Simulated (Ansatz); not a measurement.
## What biaxial strain +1.25 %, plane normal [111], relaxed out of plane does to HgS

Take HgS in the zinc blende structure (space group F-43m, No. 216; a = 5.876 Å) as the base. Axes: x, y, z lie along the cube axes.

Modification: biaxial strain +1.25 %, plane normal [111], relaxed out of plane (Cartesian); in-plane vectors clamped, the third vector and the atoms free.

Calculations: PBEsol (Ansatz, a quantum-chemistry and plane-wave program; PAW; 420 eV plane waves; no SOC). Settings: 10×10×10 k-points, 0.05 eV Fermi–Dirac smearing.

The volume per atom goes up by 0.34 Å³, from 25.36 Å³ to 25.70 Å³ and the space group changes from F-43m (No. 216) to R3m (No. 160). The energy rises by 2.4 meV/atom and the pressure (mean of the normal stresses, compression positive) goes from zero to -0.8 GPa. The band gap stays zero and the valley order (the lowest conduction-band minima on the path, energy above the VBM, named in the base's zone) amounts to Γ 0.01 eV; L along [111] 1.30 eV. The out-of-plane strain comes out as -1.16 % (rough).

Final structure (turned so that z lies along the plane normal):

```
HgS
1.0
    4.20680     0.00000     0.00000
    2.10340     3.64319     0.00000
    2.10340    -1.21440     3.35313
Hg S
1 1
Direct
  0.00424   0.99788   0.99364
  0.49576   0.25212   0.75636
```

Without a gap, meshes like the base's 10×10×10 leave anisotropic stresses uncertain by several tenths of a GPa, and small strain energies with them. With Hg present, leaving out spin-orbit coupling can change the band edges. No phonon test of stability was made. All final runs are without spin polarisation. Gaps under 0.05 eV, about the width of the smearing, are given as zero. The zero or small gap of HgS can change with the level of theory.
